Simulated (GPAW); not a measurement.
Input and output of a self-consistent single point for B₂Pt₃ (Cm, 5 atoms in the cell) (GPAW).

Method: LDA (Perdew-Wang 92), GPAW PAW datasets LDA (gpaw-data 1.0.1) (plane waves; GPAW).

The change in words: lattice scaled by 0.98. Reference geometry:
```
B2Pt3
1.0
    2.74018    -1.58474     0.00000
    2.74018     1.58474     0.00000
   -0.03278     0.00000     7.36790
B Pt
2 3
Direct
  0.00038   0.00038   0.66725
  0.00035   0.00035   0.27967
  0.33261   0.33261   0.13869
  0.66682   0.66682   0.82567
  0.66883   0.66883   0.46373
```

Reference input (self-consistent single point, DFT LDA (Perdew-Wang 92), plane waves, GPAW PAW datasets LDA (gpaw-data 1.0.1)): mode = pw; ecut = 950 eV; xc = LDA; kpts = 9 9 4; mesh shift (steps) = 0 0 0; occupations.name = fermi-dirac; occupations.width = 0.1 eV; nbands = -11; convergence.density = 1e-05 e/electron; convergence.energy = 1e-05 eV/electron; symmetry.symmorphic = false; symmetry.tolerance = 0.0005. This run's input differs from it in these lines:

```diff
@@ -5,5 +5,5 @@
 atoms = Atoms(['B', 'B', 'Pt', 'Pt', 'Pt'],
-              cell=[[2.740180, -1.584740, 0.000000],
-                    [2.740180, 1.584740, 0.000000],
-                    [-0.032779, 0.000000, 7.367897]],
+              cell=[[2.685376, -1.553045, 0.000000],
+                    [2.685376, 1.553045, 0.000000],
+                    [-0.032123, 0.000000, 7.220539]],
               scaled_positions=[[0.000380, 0.000380, 0.667250],
```

The program printed (abridged):

```
     iter     time        total  log10-change:
                         energy   eigst   dens
iter:   1 --:--:--   -43.325716
iter:   2 --:--:--   -42.171247   -1.24  -1.21
iter:   3 --:--:--   -39.400889   -1.09  -1.27
iter:   4 --:--:--   -39.383440   -2.97  -1.73
iter:   5 --:--:--   -39.297798   -2.81  -1.76
iter:   6 --:--:--   -39.223551   -2.49  -1.90
iter:   7 --:--:--   -39.212662   -3.32  -2.26
iter:   8 --:--:--   -39.205479   -3.69  -2.45
iter:   9 --:--:--   -39.197567   -3.65  -2.60
iter:  10 --:--:--   -39.197664   -4.29  -2.87
iter:  11 --:--:--   -39.197548c  -5.17  -3.08
iter:  12 --:--:--   -39.197279c  -5.02  -3.17
iter:  13 --:--:--   -39.197252c  -5.09  -3.29
iter:  14 --:--:--   -39.197241c  -6.48  -3.43
iter:  15 --:--:--   -39.197283c  -5.56  -3.47
iter:  16 --:--:--   -39.197297c  -6.28  -3.68
iter:  17 --:--:--   -39.197268c  -6.09  -3.78
iter:  18 --:--:--   -39.197264c  -7.11  -4.15
iter:  19 --:--:--   -39.197260c  -7.22  -4.22
iter:  20 --:--:--   -39.197258c  -7.38  -4.39
iter:  21 --:--:--   -39.197257c  -7.66c -4.55
iter:  22 --:--:--   -39.197258c  -8.69c -4.88
iter:  23 --:--:--   -39.197258c  -8.58c -4.99
iter:  24 --:--:--   -39.197258c  -9.76c -5.24c
Converged after 24 iterations.

Dipole moment: (3.325111, -0.000000, -2.108419) |e|*Ang

Energy contributions relative to reference atoms: (reference = -1501615.475174)

Kinetic:         +8.480101
Potential:      -10.785247
External:        +0.000000
XC:             -35.070625
Entropy (-ST):   -0.039087
Local:           -1.801944
SIC:             +0.000000
--------------------------
Free energy:    -39.216801
Extrapolated:   -39.197258

Showing only first 2 kpts
 Kpt  Band  Eigenvalues  Occupancy
  0    25      9.34074    2.00000
  0    26      9.37054    2.00000
  0    27     13.51971    0.00000
  0    28     14.37077    0.00000

  1    25      9.35104    2.00000
  1    26      9.35729    2.00000
  1    27     12.65448    0.00000
  1    28     15.30285    0.00000

Fermi level: 11.33670

No gap
   [... lines left out ...]
Energy (eV): -39.197258

Forces in eV/Ang:
  0 B     0.00328    0.00000    0.11516
  1 B    -0.00675    0.00000   -0.00857
  2 Pt    0.02467    0.00000   -0.12248
  3 Pt    0.01285    0.00000    0.12284
  4 Pt   -0.03404    0.00000   -0.10760

Stress tensor:
    -0.006795     0.000000    -0.000818
     0.000000    -0.006452     0.000000
    -0.000818     0.000000     0.005200
Stress (GPa, Voigt): [-1.0887 -1.0337  0.8332  0.     -0.1311  0.    ]
```

The run converged in 24 iterations. GPAW prints stress with tension positive. Against the reference run the free energy drops by 33.9 meV/atom and the largest force goes from 0.553 to 0.125 eV/Å.

At such cutoffs GPAW's stress carries a finite-basis (Pulay) error, which enters relaxed cells too; its log prints stress with tension positive.

The starting cell comes from a database of computed structures (which also holds hypothetical and non-ambient phases and stackings), without a prior relaxation at this level. For this run, on top of that: lattice scaled by 0.98. Spin polarisation is off.

Cost on one core of a shared machine: roughly 4 min.
